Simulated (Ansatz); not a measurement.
Take C in the diamond structure (space group Fd-3m, No. 227; a = 3.554 Å) as the base.

The change: Si replaces 33.3 % of the C, ordered in a cell of 6 atoms (starting symmetry P-3m1) and fully relaxed.

The other end (x = 1) is Si in the diamond structure (space group Fd-3m, No. 227): 20.05 Å³/atom, gap 0.47 eV.

Levels (all Ansatz, a quantum-chemistry and plane-wave program, PAW): PBEsol (420 eV, no spin-orbit coupling); r2SCAN (500 eV, without spin-orbit coupling); HSE06 (420 eV, no SOC).

One geometry, relaxed with PBEsol, under each level:

| level | band gap | pressure |
|---|---|---|
| PBEsol | 1.26 eV | 0.00 GPa |
| r2SCAN | 1.65 eV | 0.98 GPa |
| HSE06 | 2.34 eV | – |

Single points use the geometry relaxed with PBEsol. Their cutoffs differ, which shifts pressures a little. The hybrid gap comes from the SCF mesh plus the semilocal run's edge points and a few special points and is an upper bound. Each cell is one ordered arrangement of few atoms, which overstates ordering effects compared with a random alloy. Whether these cells are dynamically stable was not tested.
